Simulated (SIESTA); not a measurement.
Input and output of a self-consistent single point for MgCo₂O₄ (C2/m, 7 atoms in the cell) (SIESTA).

Computed with GGA PBEsol, numerical atomic orbitals DZP, PseudoDojo PBEsol standard norm-conserving potentials (rewritten from UPF to PSML) run with SIESTA.

```xyz
7
Lattice="4.9845 -1.4893 0.0000 4.9845 1.4893 0.0000 -1.0829 0.0000 4.8814" Properties=species:S:1:pos:R:3 pbc="T T T"
Mg     4.9845     0.0000     0.0000
Co     6.6210     0.0000     3.6203
Co     2.2652     0.0000     1.2612
O      8.5289     0.0000     0.4672
O      0.3573     0.0000     4.4142
O      2.8100     0.0000     3.0916
O      6.0762     0.0000     1.7898
```
Moments meant for the start (each program seeds them in its own way; μB, in the order of the atoms Mg Co Co O O O O): 0.0 3.0 3.0 0.0 0.0 0.0 0.0.

Reference input (self-consistent single point, DFT, LDA PW92, numerical atomic orbitals DZP, PseudoDojo LDA standard norm-conserving potentials (rewritten from UPF to PSML)): XC.functional = LDA; XC.authors = PW92; potentials = PseudoDojo LDA standard; PAO.BasisSize = DZP; PAO.EnergyShift = 0.01 Ry; MeshCutoff = 350 Ry; kgrid.MonkhorstPack = 5 5 3; OccupationFunction = FD; ElectronicTemperature = 0.02 eV; Spin = polarized; DM.InitSpin = [1 +0.00, 2 +3.00, 3 +3.00, 4 +0.00, 5 +0.00, 6 +0.00, 7 +0.00]; MaxSCFIterations = 150. This run's input differs from it in these lines:

```diff
@@ -1,2 +1,2 @@
-# files in the folder: Mg.psml Co.psml O.psml (PseudoDojo LDA standard)
+# files in the folder: Mg.psml Co.psml O.psml (PseudoDojo PBEsol standard)
 SystemName  Mg(CoO2)2
@@ -28,4 +28,4 @@
 
-XC.functional                LDA
-XC.authors                   PW92
+XC.functional                GGA
+XC.authors                   PBEsol
 PAO.BasisSize                DZP
```

Log, with long lists cut:

```
        iscf     Eharris(eV)        E_KS(eV)     FreeEng(eV)     dDmax    Ef(eV) dHmax(eV)
   scf:    1   -11609.331206   -11686.060097   -11686.066200  0.662446 -1.235765 27.769236
     spin moment: {S} , |S| = {        0.0        0.0    8.01194 }     8.01194
   scf:    2   -11721.556938   -11705.264700   -11705.270265  0.147154 -2.943627 18.294325
     spin moment: {S} , |S| = {        0.0        0.0    7.99996 }     7.99996
   scf:    3   -11616.967980   -11696.205826   -11696.215345  0.514238 -5.561982 21.579675
     spin moment: {S} , |S| = {        0.0        0.0    1.85606 }     1.85606
   [... lines left out ...]
     spin moment: {S} , |S| = {        0.0        0.0    0.00002 }     0.00002
   scf:  148   -11721.159141   -11721.641450   -11721.656272  0.120169 -4.746541  1.761992
     spin moment: {S} , |S| = {        0.0        0.0    1.09833 }     1.09833
   scf:  149   -11722.263465   -11721.931912   -11721.938575  0.087223 -4.717773  1.073129
     spin moment: {S} , |S| = {        0.0        0.0    0.29382 }     0.29382
   scf:  150   -11722.055004   -11721.994210   -11721.999488  0.018895 -4.692171  0.789037
     spin moment: {S} , |S| = {        0.0        0.0    0.15353 }     0.15353
SCF_NOT_CONV: SCF did not converge in maximum number of steps (required).
SCF_NOT_CONV: SCF did not converge in maximum number of steps (required).
Geom step, scf iteration, dDmax, dHmax:    0   150      0.018895     0.057993
Geom step, scf iteration, dDmax, dHmax:    0   150      0.018895     0.057993

ABNORMAL_TERMINATION
ABNORMAL_TERMINATION
Stopping Program from Node:    0
Stopping Program from Node:    0
```

The run ended unconverged after 150 iterations. 

The starting cell comes from a database of computed structures (which also holds hypothetical and non-ambient phases and stackings), without a prior relaxation at this level. Values carry the incompleteness of an atom-centred basis.

Cost on one core of a shared machine: roughly 7 min.
